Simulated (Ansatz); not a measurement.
Take Li2Se in the anti-fluorite structure (space group Fm-3m, No. 225; a = 5.945 Å) as the base. Axes: x, y, z lie along the cube axes.

Calculations: DFT with PBEsol, PAW potentials and a 420 eV plane-wave cutoff in Ansatz (a quantum-chemistry and plane-wave program), scalar-relativistic without spin-orbit coupling.

Before the change:

| Item | Value |
|---|---|
| Valley order | X along ⟨100⟩ 2.82 eV; Γ 3.36 eV |
| Smallest direct gap | 3.36 eV |

Modification: the cell is stretched by 2.00 % along z with no lateral relaxation, atoms relaxed at fixed cell.

Problem. Predict the new valley order, stress and smallest direct gap.

Solution. The valley order (the lowest conduction-band minima on the path, energy above the VBM, named in the base's zone) changes from X along ⟨100⟩ 2.82 eV; Γ 3.36 eV to X along [100] 2.79 eV; X along [001] 2.86 eV; Γ 3.25 eV; the stress (xx, yy, zz, yz, xz, xy; compression positive) amounts to (-0.34, -0.34, -1.33, 0.00, 0.00, 0.00) GPa; the smallest direct gap drops by 0.11 eV to 3.25 eV.

The cells carry an imposed strain or load. Whether these cells are dynamically stable was not tested.
